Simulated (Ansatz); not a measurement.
B2CO (model structure, I-42d, No. 122, 8 atoms in the cell), treated with LDA (PAW; Ansatz, a program for electronic structure).

Input file:

Ansatz 0.2 input:
```yaml
crystal:
  lattice:
    - [-1.8346275995, 1.8346275995, 3.696499269]
    - [1.8346275995, -1.8346275995, 3.696499269]
    - [1.8346275995, 1.8346275995, -3.696499269]
  atoms:
    - { symbol: C, position: [0.0, 0.0, 0.0] }
    - { symbol: C, position: [0.75, 0.25, 0.5] }
    - { symbol: O, position: [0.5, 0.5, 0.0] }
    - { symbol: O, position: [0.25, 0.75, 0.5] }
    - { symbol: B, position: [0.375, 0.35742375, 0.48242375] }
    - { symbol: B, position: [0.875, 0.89257625, 0.51757625] }
    - { symbol: B, position: [0.64257625, 0.125, 0.01757625] }
    - { symbol: B, position: [0.10742375, 0.625, -0.01757625] }
basis:
  ecutwfc: 520
  ecutrho_ratio: 4
  xc_grid: 2
kpoints:
  mp_grid: { grid: [12, 12, 12] }
  band_path:
    path:
      - [0.0, 0.0, 0.0]
      - [0.0, 0.0, 0.041667]
      - [0.0, 0.0, 0.083333]
      - [0.0, 0.0, 0.125]
      - [0.0, 0.0, 0.166667]
      - [0.0, 0.0, 0.208333]
      - [0.0, 0.0, 0.25]
      - [0.0, 0.0, 0.291667]
      - [0.0, 0.0, 0.333333]
      - [0.0, 0.0, 0.375]
      - [0.0, 0.0, 0.416667]
      - [0.0, 0.0, 0.458333]
      - [0.0, 0.0, 0.5]
      - [0.083333, 0.083333, 0.416667]
      - [0.166667, 0.166667, 0.333333]
      - [0.25, 0.25, 0.25]
      - [0.21875, 0.28125, 0.21875]
      - [0.1875, 0.3125, 0.1875]
      - [0.15625, 0.34375, 0.15625]
      - [0.125, 0.375, 0.125]
      - [0.09375, 0.40625, 0.09375]
      - [0.0625, 0.4375, 0.0625]
      - [0.03125, 0.46875, 0.03125]
      - [0.0, 0.5, 0.0]
      - [0.0, 0.444444, 0.0]
      - [0.0, 0.388889, 0.0]
      - [0.0, 0.333333, 0.0]
      - [0.0, 0.277778, 0.0]
      - [0.0, 0.222222, 0.0]
      - [0.0, 0.166667, 0.0]
      - [0.0, 0.111111, 0.0]
      - [0.0, 0.055556, 0.0]
      - [0.0625, 0.0625, -0.0625]
      - [0.125, 0.125, -0.125]
      - [0.1875, 0.1875, -0.1875]
      - [0.25, 0.25, -0.25]
      - [0.3125, 0.3125, -0.3125]
      - [0.375, 0.375, -0.375]
      - [0.4375, 0.4375, -0.4375]
      - [0.5, 0.5, -0.5]
      - [0.468597, 0.531403, -0.468597]
      - [0.437194, 0.562806, -0.437194]
      - [0.405791, 0.594209, -0.405791]
      - [0.374388, 0.625612, -0.374388]
      - [0.342985, 0.657015, -0.342985]
      - [0.311582, 0.688418, -0.311582]
      - [-0.311582, 0.311582, 0.311582]
      - [-0.280424, 0.280424, 0.280424]
      - [-0.249266, 0.249266, 0.249266]
      - [-0.218107, 0.218107, 0.218107]
      - [-0.186949, 0.186949, 0.186949]
      - [-0.155791, 0.155791, 0.155791]
      - [-0.124633, 0.124633, 0.124633]
      - [-0.093475, 0.093475, 0.093475]
      - [-0.062316, 0.062316, 0.062316]
      - [-0.031158, 0.031158, 0.031158]
      - [-0.061582, 0.061582, 0.5]
      - [-0.123164, 0.123164, 0.5]
      - [0.5, 0.5, -0.123164]
      - [0.5, 0.5, -0.165035]
      - [0.5, 0.5, -0.206906]
      - [0.5, 0.5, -0.248776]
      - [0.5, 0.5, -0.290647]
      - [0.5, 0.5, -0.332517]
      - [0.5, 0.5, -0.374388]
      - [0.5, 0.5, -0.416259]
      - [0.5, 0.5, -0.458129]
    npoints: 1
hamiltonian:
  xc: lda
  dispersion: none
  pseudopotentials: { kind: paw }
scf:
  occupations: { method: fermi_dirac, width: 0.01 }
  convergence: { dr2_threshold: 0.0000000008 }
output:
  forces: true
  stress: true
  eigenvalues: true
  write_bands: true
```

The run printed, among other lines:

```
Crystal: 8 atoms, lattice volume = 49.768 Å³
Basis set: ecut = 520 eV, 1329 PW (Γ), exchange–correlation on 72×72×72 points (8 copies of the dense FFT grid, shifted against one another)
Bands: 24, of which v1, the nominal top of the filled ones, is band 16 counted from 1 (15 counted from 0)
Symmetry: 8 space group operations
Space group: I-42d (ITA 122), of the structure as read, at distance tolerance 3.7e-5 Å
k-points: 163 of 1728 (time reversal used)
Functional: x = slater, c = lda
SCF iter   1: F=—  HF=-2198.307768 eV  |F-HF|=—  |Δ(HF+E_count)|=         —  Δρ=1.09e-2  dr2=4.39e-2
SCF iter   2: F=—  HF=-2198.295732 eV  |F-HF|=—  |Δ(HF+E_count)|=   1.20e-2  Δρ=3.66e-3  dr2=3.27e-3
  ...
SCF iter   6: F=—  HF=-2198.294909 eV  |F-HF|=—  |Δ(HF+E_count)|=   2.01e-7  Δρ=1.33e-6  dr2=4.34e-10
SCF iter   7: F=-2198.294909 eV  HF=-2198.294909 eV  |F-HF|=0.00e0  |Δ(HF+E_count)|=  4.14e-11  Δρ=9.62e-8  dr2=1.40e-12
SCF 1 converged in 7 iterations: F = -2198.294909 eV  dr2 = 1.40e-12
SCF converged after 7 iterations
Free energy (F): -2198.294909 eV
Internal energy: -2198.294909 eV  (E = F + TS)
E sigma→0 (E₀):  -2198.294909 eV
Fermi energy:    11.724742 eV
--- Forces (eV/Å), atoms counted from 1 ---
  atom   1  C      0.00000000    -0.00000000     0.00000000
  atom   2  C      0.00000000    -0.00000000    -0.00000000
  atom   3  O      0.00000000    -0.00000000    -0.00000000
  atom   4  O     -0.00000000    -0.00000000     0.00000000
  atom   5  B      0.00002265     0.00000000    -0.00000000
  atom   6  B     -0.00002265     0.00000000     0.00000000
  atom   7  B     -0.00000000    -0.00002265     0.00000000
  atom   8  B     -0.00000000     0.00002265    -0.00000000
--- Stress (GPa, compression-positive) ---
        0.001153      -0.000000      -0.000000
       -0.000000       0.001153       0.000000
       -0.000000       0.000000       0.000424
  P = ⅓ Tr σ = 0.0009 GPa (0.009 kbar)
```

The PAW data were made under PBE.

Note: the relaxation could raise the start's symmetry but not lower it, so the cell can be a saddle point.

The result took very roughly 30 core-seconds.

A model structure was made by putting elements into a prototype or built by hand; it is no filed structure, need not be a known phase, and can be a saddle point held by its symmetry.
